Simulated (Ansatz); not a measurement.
# A computed series for HfO2: response to strain

Take HfO2 (space group P4_2/nmc, No. 137; a = 3.567 Å, c = 5.166 Å) as the base. Axes: x, y, z lie along a, b, c of the conventional cell.

Strains are applied to the cell and any free atomic positions relax; under stress the whole cell relaxes.

Levels (all Ansatz, an electronic-structure program, PAW): PBEsol (420 eV, no spin-orbit coupling); r2SCAN (500 eV, no spin-orbit coupling); HSE06 (420 eV, scalar-relativistic without spin-orbit coupling).

Band gaps by level, all at the geometries relaxed with PBEsol:

```tsv
case	PBEsol	r2SCAN	HSE06
base	4.57 eV	5.22 eV	6.34 eV
isotropic strain −0.48 %	4.54 eV	(withheld)	6.32 eV
uniaxial strain ε_yy = −1.25 %	4.55 eV	5.21 eV	(withheld)
uniaxial stress, 2 GPa compression along z	4.55 eV	5.21 eV	6.32 eV
```

Task: What belongs in the blanks?

Result: 
- isotropic strain −0.48 %, r2SCAN: 5.20 eV
- uniaxial strain ε_yy = −1.25 %, HSE06: 6.33 eV

Single points use the geometry relaxed with PBEsol. HSE06 gaps are upper bounds (no full band path). With Hf present, leaving out spin-orbit coupling can change the band edges. Stability under load was not tested beyond the relaxation. This is not the structure that HfO2 has at room temperature and ambient pressure.
